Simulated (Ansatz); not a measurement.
Consider Pd in the fcc (Cu type) structure (space group Fm-3m, No. 225).

```cif
data_Pd4
_chemical_formula_sum 'Pd4'
_space_group_name_H-M_alt 'Fm-3m'
_space_group_IT_number 225
_space_group_name_Hall '-F 4 2 3'
_cell_length_a 3.87574
_cell_length_b 3.87574
_cell_length_c 3.87574
_cell_angle_alpha 90.000
_cell_angle_beta 90.000
_cell_angle_gamma 90.000
loop_
_atom_site_label
_atom_site_type_symbol
_atom_site_symmetry_multiplicity
_atom_site_Wyckoff_symbol
_atom_site_fract_x
_atom_site_fract_y
_atom_site_fract_z
_atom_site_occupancy
Pd1 Pd 4 a 0.00000 0.00000 0.00000 1
```
(The calculation used a cell of 1 atom; values per cell refer to that cell.)

The values are results of PBEsol in Ansatz (plane waves to 420 eV, PAW, no spin-orbit coupling), not measurements.

Before the change:

| Quantity | Value |
|---|---|
| Volume per atom | 14.55 Å³ |

Perturbation: cell and atoms relaxed at a pressure of 2.1 GPa.

Q: What happens to the volume per atom?

A: The volume per atom decreases by 0.14 Å³ (14.55 Å³ → 14.41 Å³).

Load acts through the strain it causes; cell and atoms are relaxed under it. No phonon test of stability was made. The final runs are not spin-polarised.

Ansatz is a first-principles code.
